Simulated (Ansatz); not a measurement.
The parent structure is CdTe in the zinc blende structure (space group F-43m, No. 216; a = 6.489 Å).

Computed with PBEsol (Ansatz, a quantum-chemistry and plane-wave program), no spin-orbit coupling.

Base values:

The band gap is 0.65 eV.

The change: an isotropic linear strain of +1.50 %, atoms relaxed at fixed cell.

Problem. Predict the new energy relative to the base.

Solution. The energy grows by 8.4 meV/atom.

Problem. Estimate the effect on the band gap.

Solution. The band gap shrinks by 0.13 eV to 0.52 eV.

With Te present, leaving out spin-orbit coupling can change the band edges. Whether these cells are dynamically stable was not tested.
